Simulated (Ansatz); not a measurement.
Density of states of ZnS (F-43m) above the conduction band minimum, PBEsol with spin-orbit coupling, rigid bands (Ansatz, a quantum-chemistry and plane-wave program); cell volume 38.4 Å³.

```
energy from edge (eV)  10⁻³ states/eV/cell
---------------------  -------------------
0.006                                 1.41
0.031                                 3.29
0.056                                 4.60
0.081                                 5.70
0.106                                 6.74
0.131                                 7.76
0.156                                 8.86
0.181                                 9.73
0.206                                 10.7
0.231                                 11.7
0.256                                 12.7
0.281                                 13.8
0.319                                 15.5
0.344                                 16.4
0.369                                 17.6
0.394                                 18.8
0.419                                 19.8
0.444                                 21.1
0.469                                 22.3
0.494                                 23.7
0.519                                 25.1
0.544                                 26.5
0.569                                 28.0
0.594                                 29.4
```

**Question.** What effective density of states at 300 K does this give (∫ g(E) exp(−E/k_BT) dE, both spins, divided by the cell's size)?

**Answer.** 1.8e18 cm⁻³, a density-of-states mass of 0.175 mₑ, valleys and band degeneracy included.

Geometry: cell and atoms relaxed with PBEsol.
